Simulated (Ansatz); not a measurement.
GaAlP2 (P-4m2), Ansatz (a program for electronic structure) with PBEsol, rigid bands: N_v = 4.42e19 cm⁻³ at 300 K and a hole conductivity mass of 0.519 mₑ along z (a = (3.86, 0.00, 0.00) Å; b = (0.00, 3.86, 0.00) Å; c = (0.00, 0.00, 5.45) Å).

**Question.** For 1e16 holes per cm³ at 300 K, place the Fermi level, estimate the Seebeck coefficient of a parabolic band with constant τ, and give mobility and conductivity for τ = 5 fs.

**Answer.** The level lies k_BT ln(N_v/p) = 0.217 eV above the valence-band maximum. S ≈ +(k_B/e)[ln(N_v/p) + 5/2] = 939 μV/K, against 959 μV/K from the full bands (mean over directions). μ = eτ/m = 16.9 cm²/(V·s) and σ = peμ = 0.0271 S/cm. τ is assumed, not computed.

Band transport and this doping are assumed; polarons and phonon drag are left out. Spin-orbit coupling is left out; where it splits the top of the valence band, N_v and the p-type Seebeck coefficient come out somewhat high without it.

Computed structure, not matched to a measured one here, so possibly hypothetical: GaAlP2 (P-4m2).
